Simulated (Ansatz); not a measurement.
A15 Nb₃Sn (cubic form, which distorts at low temperature), treated with r²SCAN (PAW; Ansatz, a program for electronic structure).

Total energies, extrapolated to zero smearing (they compare only within this program, potentials and cutoff):

```json
[
 {"system": "A15 Nb₃Sn (cubic form, which distorts at low temperature), relaxed", "energy (eV/atom)": "-4932.6095"},
 {"system": "bcc Nb", "energy (eV/atom)": "-4563.6312"},
 {"system": "white tin (β-Sn)", "energy (eV/atom)": "-6038.5158"}
]
```

Problem. Work out the formation enthalpy per atom.

Solution. ΔH_f ≈ ΔE = -4932.6095 − [3 × (-4563.6312) + 1 × (-6038.5158)]/4 = -0.257 eV/atom (0 K, no vibrations). The reference value is -0.158 ± 0.02 eV/atom (measured, 298 K, copied from a table, unchecked, no zero-point or thermal correction; as tabulated in Wang et al. (2021), doi:10.1038/s41598-021-94550-5), a difference of -0.099 eV/atom.

Spin–orbit coupling is left out; its size isn't shown.

The PAW data were made under PBE.

Note: symmetry holds this phase in the static calculation, where it need not be a minimum.
